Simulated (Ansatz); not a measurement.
**SrNbO3: pressure series**

Consider SrNbO3 in the cubic perovskite structure (space group Pm-3m, No. 221; a = 4.018 Å; a cell from a computed database, its experimental status unchecked).

Cell and atoms are relaxed at each pressure.

Computed with PBEsol (Ansatz, a first-principles code, PAW, spin-orbit coupling left out).

Notes on the quantities. enthalpy: H = E + PV relative to the base's energy.

```csv
change,lattice parameter a,enthalpy
base,4.018 Å,–
pressure −2 GPa,4.032 Å,-0.16 eV/atom
pressure −1 GPa,…,-0.08 eV/atom
pressure 0.3 GPa,4.016 Å,+0.02 eV/atom
pressure 0.7 GPa,4.013 Å,+0.06 eV/atom
pressure 1.5 GPa,4.007 Å,+0.12 eV/atom
pressure 3 GPa,3.997 Å,+0.24 eV/atom
pressure 5 GPa,…,+0.40 eV/atom
pressure 7.5 GPa,3.969 Å,+0.60 eV/atom
pressure 10 GPa,3.955 Å,+0.79 eV/atom
```

**Question.** What belongs in the blanks?

**Answer.** 
- pressure −1 GPa, lattice parameter a: 4.025 Å
- pressure 5 GPa, lattice parameter a: 3.984 Å

Load acts through the strain it causes; cell and atoms are relaxed under it. Stability against distortions was not tested. Competing high-pressure phases were not computed. No Hubbard U is applied, and correlation can decide whether such a compound is a metal. The final runs are not spin-polarised. An odd electron count without spin: SrNbO3. Many cubic perovskites are stable only at high temperature; tilts and polar distortions were not tested.
